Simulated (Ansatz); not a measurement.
## PtSe$_{2}$ in the 2H-MoS2 type structure (space group P6_3/mmc, No. 194; a hypothetical phase, not in the database extracts checked; layered, stacked along the Cartesian z axis)

```
CELL_PARAMETERS angstrom
      3.59057     0.00000     0.00000
     -1.79529     3.10953     0.00000
      0.00000     0.00000    11.24824
ATOMIC_POSITIONS crystal
  Pt 0.33333 0.66667 0.25000
  Pt 0.66667 0.33333 0.75000
  Se 0.33333 0.66667 0.61745
  Se 0.66667 0.33333 0.11745
  Se 0.66667 0.33333 0.38255
  Se 0.33333 0.66667 0.88255
```

All numbers come from r2SCAN+rVV10 in Ansatz (plane waves to 500 eV, PAW, no spin-orbit coupling), earlier PAW set. Γ-centred 15×15×4 mesh, Fermi–Dirac width 0.05 eV.

| Item | Value |
|---|---|
| Volume per atom | 20.93 Å³ |
| Density | 9.34 g/cm³ |
| Band gap | zero |
| Total energy | -7829.642 eV/atom (σ→0; compares only within this code and set-up) |

No phonon test of stability was made. All final runs are without spin polarisation. PtSe2 has a high density of states at the Fermi level and may be magnetic at this level.

Ansatz is a program for electronic structure.
